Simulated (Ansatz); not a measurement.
# monoclinic HfO2 (0 0 1) on alpha cristobalite (1 1 0), 8 anions of the cut taken off so that formal charges cancel (film strained to the substrate, started from cuts of the bulks and a machine-learned relaxation)

A periodic stack without vacuum, monoclinic HfO2 (0 0 1) on alpha cristobalite (1 1 0), 8 anions of the cut taken off so that formal charges cancel (film strained to the substrate, started from cuts of the bulks and a machine-learned relaxation): substrate slab Si14O28, film Hf20O40, surface cells [[0, 1], [-1, 0]] and [[-1, 1], [-1, -1]], film strained by -3.4 and -1.8 %, outermost planes OSi/OSi and O/O as cut, which need not be the usual terminations and can put a slab off its formula.

The start was prepared with a machine-learned potential, and the result is one local minimum, with the in-plane cell held and forces under 0.04 eV/Å; the film can end far from its bulk form.

Method: PBE (plane waves to 420 eV, PAW; Ansatz, an electronic-structure program). Spin–orbit coupling is left out; the runs are not spin-polarised; PBE gaps are too small against experiment. Its k-point mesh 3×3×1, Fermi–Dirac width 0.05 eV.

The interface area is 51.0 Å². The period is 26.52 Å and the gaps between the outermost planes at the two interfaces comes out as -0.21 and 0.32 Å. The Hf–Si contacts across the interfaces within 1.22 times the sum of covalent radii comes out as 9, mean 3.28 Å and the Hf–O contacts across the interfaces within 1.22 times the sum of covalent radii comes out as 6, mean 2.17 Å. The O–Si contacts across the interfaces within 1.22 times the sum of covalent radii is 4, mean 1.66 Å.

```
CELL_PARAMETERS angstrom
      7.18853    -0.00002    -0.03911
      0.00077     7.09743     0.13942
     -1.96070    -0.63416    26.52845
ATOMIC_POSITIONS crystal
  Si 0.34190 0.86047 0.10441
  Si 0.75080 0.39026 0.09809
  Si 0.05091 0.60534 0.04347
  Si 0.53420 0.09915 0.02746
  O  0.20615 0.03674 0.11586
  O  0.22054 0.67848 0.08422
  O  0.86624 0.56555 0.07582
  O  0.01649 0.78656 0.00276
  O  0.59084 0.29615 0.05667
  O  0.49573 0.92567 0.06459
  O  0.88949 0.22228 0.12007
  O  0.09159 0.40478 0.01656
  Si 0.89382 0.87021 0.23728
  Si 0.31161 0.36160 0.23585
  Si 0.57486 0.62828 0.18257
  Si 0.06537 0.13108 0.15424
  O  0.77613 0.02740 0.26581
  O  0.76230 0.70006 0.21447
  O  0.43564 0.54026 0.22111
  O  0.46911 0.80708 0.15533
  O  0.17427 0.29632 0.18735
  O  0.99496 0.96980 0.19170
  O  0.44807 0.18958 0.25432
  O  0.62945 0.46873 0.14254
  Si 0.41782 0.84322 0.37268
  Si 0.84914 0.34397 0.37376
  Si 0.11104 0.59951 0.31399
  Si 0.60167 0.10166 0.29566
  O  0.32298 0.00886 0.40553
  O  0.26977 0.67755 0.35571
  O  0.94089 0.51395 0.34337
  O  0.04721 0.77625 0.27778
  O  0.67690 0.25718 0.33752
  O  0.50060 0.93031 0.32287
  O  0.99895 0.18093 0.39174
  O  0.18867 0.42604 0.28149
  Si 0.63924 0.58934 0.44870
  Si 0.12686 0.05013 0.43131
  O  0.59088 0.75035 0.40645
  O  0.17590 0.17262 0.48527
  O  0.02419 0.85716 0.44602
  O  0.76982 0.43041 0.42466
  Hf 0.05471 0.73784 0.51509
  Hf 0.45035 0.14449 0.53080
  Hf 0.96469 0.21309 0.53967
  Hf 0.53019 0.66490 0.54702
  O  0.97267 0.92996 0.56126
  O  0.48844 0.39409 0.56955
  O  0.87317 0.21950 0.61216
  O  0.35203 0.68692 0.61119
  O  0.70828 0.18155 0.50885
  O  0.46199 0.51752 0.47747
  O  0.07207 0.47884 0.54955
  O  0.56973 0.96503 0.58523
  O  0.76634 0.66169 0.60267
  O  0.25864 0.15611 0.59446
  O  0.75965 0.68487 0.49870
  O  0.32748 0.84714 0.51769
  Hf 0.10703 0.74784 0.73313
  Hf 0.59272 0.24179 0.73684
  Hf 0.83536 0.45449 0.65289
  Hf 0.36097 0.94237 0.64563
  Hf 0.13041 0.27210 0.74913
  Hf 0.63443 0.77464 0.75147
  Hf 0.82657 0.92808 0.63117
  Hf 0.32042 0.41163 0.63113
  O  0.10828 0.99542 0.76948
  O  0.60426 0.49723 0.77068
  O  0.98793 0.27207 0.81726
  O  0.48226 0.77516 0.81906
  O  0.86581 0.28140 0.71832
  O  0.37740 0.77930 0.71476
  O  0.08821 0.90914 0.66463
  O  0.57001 0.41631 0.67052
  O  0.18983 0.53312 0.78446
  O  0.68925 0.03408 0.78790
  O  0.90276 0.73820 0.80164
  O  0.39937 0.23604 0.80171
  O  0.83447 0.70520 0.70154
  O  0.32722 0.19544 0.69838
  O  0.11632 0.49118 0.67998
  O  0.62903 0.99616 0.68424
  Hf 0.24373 0.82952 0.94319
  Hf 0.74617 0.31746 0.93683
  Hf 0.99237 0.52489 0.85034
  Hf 0.48842 0.02570 0.85491
  Hf 0.25638 0.37391 0.95728
  Hf 0.77139 0.81331 0.95251
  Hf 0.96076 0.99736 0.83795
  Hf 0.45741 0.49703 0.83853
  O  0.34072 0.10765 0.98813
  O  0.71994 0.55517 0.97245
  O  0.01246 0.33724 0.91740
  O  0.50678 0.85252 0.92060
  O  0.21793 0.00344 0.87578
  O  0.72343 0.48979 0.87102
  O  0.34598 0.61901 0.98234
  O  0.71020 0.07201 0.99063
  O  0.97080 0.77856 0.90312
  O  0.47139 0.28831 0.90553
  O  0.25208 0.57635 0.88677
  O  0.76036 0.06474 0.88830
```
